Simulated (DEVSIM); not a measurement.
**illuminated CdTe p-on-n cell, one wavelength**

Device: illuminated CdTe p-on-n cell, one wavelength, at 400 K.

```csv
layer (left to right),material,thickness (μm),Nd (cm⁻³),Na (cm⁻³),τn (s),τp (s),absorption coefficient (cm⁻¹)
1,CdTe,0.0780,-,8.3e17,1.2e-9,2.6e-9,86000
2,CdTe,3.60,6.3e14,-,2.9e-8,2.9e-8,86000
```

Left contact: ohmic, minority electron recombination velocity 1e5 cm/s. Right contact: ohmic, minority hole recombination velocity 50000 cm/s. Voltage is applied to the left contact. Recombination: SRH at mid-gap, radiative, Auger. Light enters at the left, 1.1e18 photons cm⁻² s⁻¹, one pass, no reflection. Mobility is μmin + (μ − μmin)/(1 + (N/Nref)^α).

This is a model device: material constants are rounded textbook-type values typed into the input, and sizes, dopings and lifetimes were drawn at random. Values at 300 K; Nc and Nv go as T^1.5, mobilities as T to minus their exponent, the gap by Varshni's rule with the affinity fixed.

```
parameter            CdTe
----------------  -------
gap (eV)              1.5
affinity (eV)        4.28
permittivity         10.2
Nc (cm⁻³)            8e17
Nv (cm⁻³)          1.8e19
μn (cm²/Vs)          1000
μp (cm²/Vs)            80
μn,min                100
μp,min                 10
Nref,n               1e17
Nref,p               1e17
αn                    0.6
αp                    0.6
T exponent of μn      1.7
T exponent of μp      1.5
B (cm³/s)           1e-10
Cn (cm⁶/s)          1e-30
Cp (cm⁶/s)          1e-30
Varshni α (eV/K)  0.00031
Varshni β (K)         108
```

Model (solved in DEVSIM): 1D drift-diffusion, Boltzmann statistics, complete ionisation; no tunnelling, impact ionisation, image-force lowering or self-heating.

The potential step across the device at zero bias is 1.089 V. The largest field in the device at zero bias comes out as 62000 V/cm. The dark forward voltage at 1 A/cm² comes out as 0.869 V and the dark forward voltage at 100 A/cm² is 1.141 V. The short-circuit current comes out as 171 mA/cm², the open-circuit voltage comes out as 0.786 V and the fill factor is 0.80. The largest power is 107 mW/cm² and the share of generated pairs collected at short circuit is 0.971.

Dark forward current:

(V (V), J (A/cm²)): (0.05, 1.3e-7); (0.15, 9.4e-7); (0.20, 2.1e-6); (0.30, 1.0e-5); (0.40, 5.3e-5); (0.45, 0.00012); (0.55, 0.00078); (0.65, 0.0066); (0.70, 0.021); (0.80, 0.23); (0.90, 1.8); (1.00, 10); (1.05, 23); (1.15, 110); (1.25, 440); (1.30, 720); (1.40, 1300); (1.50, 1700); (1.55, 1800); (1.65, 2000)

Current under light (generator sign):

```json
[
 {"V (V)": "0.00", "J (mA/cm²)": "171"},
 {"V (V)": "0.12", "J (mA/cm²)": "171"},
 {"V (V)": "0.24", "J (mA/cm²)": "171"},
 {"V (V)": "0.38", "J (mA/cm²)": "171"},
 {"V (V)": "0.50", "J (mA/cm²)": "171"},
 {"V (V)": "0.64", "J (mA/cm²)": "166"},
 {"V (V)": "0.66", "J (mA/cm²)": "162"},
 {"V (V)": "0.68", "J (mA/cm²)": "157"},
 {"V (V)": "0.70", "J (mA/cm²)": "149"},
 {"V (V)": "0.72", "J (mA/cm²)": "135"},
 {"V (V)": "0.74", "J (mA/cm²)": "113"},
 {"V (V)": "0.76", "J (mA/cm²)": "77.6"},
 {"V (V)": "0.78", "J (mA/cm²)": "21.0"},
 {"V (V)": "0.80", "J (mA/cm²)": "-67.0"}
]
```
